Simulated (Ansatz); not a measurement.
Consider TiO (space group P-62m, No. 189; a = 4.957 Å, c = 2.838 Å; a cell from a computed database, its experimental status unchecked). Axes: x lies along a and z along c of the hexagonal cell.

Method: Ansatz (an electronic-structure program), PBEsol, PAW, cutoff 420 eV, scalar-relativistic without spin-orbit coupling.

One thing is altered: the cell is scaled by 0.9791 in all directions; the atoms relax in the strained cell.

**Question.** Predict the stress tensor and what it implies for the stiffness.

**Answer.** Stress of the strained cell less that of the base (GPa, compression positive):
```
   17.0     0.0     0.0
    0.0    17.0     0.0
    0.0     0.0    17.7
```

Then B = −ΔP/(ΔV/V₀) with ΔV/V₀ = -0.0614 gives secant stiffness values (nonlinear terms included at this strain): B (at held cell shape, above the free-shape value) ≈ 281 GPa.

As a check, the harmonic strain energy −½ V₀ Δσ:ε is 34 meV/atom; the computed energy rise is 31 meV/atom.

No phonon test of stability was made. No Hubbard U is applied, and correlation can decide whether such a compound is a metal. The final runs are not spin-polarised.
